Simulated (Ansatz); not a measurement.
The parent structure is HgS in the zinc blende structure (space group F-43m, No. 216; a = 5.992 Å).

Method: PBE/PAW in Ansatz (a first-principles code), no spin-orbit coupling.

Strains are applied to the cell and any free atomic positions relax.

One change was made to it. Results:

The pressure goes from zero to -2.0 GPa; the energy goes up by 8.1 meV/atom.

### Question
Which change produced these results?
A) isotropic strain +2.50 %
B) isotropic strain −2.50 %
C) isotropic strain +1.50 %

### Answer
C, isotropic strain +1.50 %. For comparison, the energy relative to the base in the other runs: isotropic strain +2.50 % gives +22 meV/atom; isotropic strain −2.50 % gives +26 meV/atom.

The mesh was chosen for an insulator and is coarse for the gapless case. Stability against distortions was not tested. The final runs are not spin-polarised.
